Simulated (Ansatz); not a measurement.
## NH3 on the (0001) surface of wurtzite GaN (2x2 with 3 H on 4 top atoms; a constructed slab, bottom: 3 H on 4 bottom sites), one in a cell of 36 Å², started at the site 'hollow H-H-H'

Host crystal: wurtzite GaN, with a band gap (PBE, scalar-relativistic without spin-orbit coupling).

Level of theory: r2SCAN, at the PBE geometry (plane waves to 500 eV, PAW; Ansatz, an electronic-structure program).

Slab: 50 atoms, 13.8 Å thick at the start with caps and adatoms under the adsorbate (thin: gaps and levels are the slab's own); k 4x4x1, smearing 0.01 eV, dipole-corrected; single point; no symmetry held, on the structure that PBE left; no spin, no spin-orbit, no U, no dispersion correction. At the end it is bonded to Ga. In PBE it is, or lies within 0.03 eV of, the lowest of the starts that converged; the order may differ at this level.

```
Property                                                                                                                                                           Value
--------------------------------------------------------------------------------------  --------------------------------------------------------------------------------
adsorption energy against NH3(g) at the same level                                                                                                              -1.70 eV
gap of the slab on its k-mesh                                                                                                                                    2.43 eV
highest filled level below the top vacuum level                                                                                                                  4.91 eV
change of the step from the bottom to the top vacuum level, against the clean slab                                                                              -2.21 eV
height of the binding atom over the mean of the host atoms within 0.3 Å of the top one                                                                        0.551 bohr
nearest host atoms of the binding atom                                                                                            Ga at 2.09 Å, H at 3.19 Å, N at 3.19 Å
caution                                                                                 the clean host was not checked against rearrangement in a larger or rattled cell
note                                                                                                     in the relaxation the adsorbate left its starting site by 3.7 Å
```

A negative adsorption energy means that the adsorbate is more stable on the surface than in its reference.
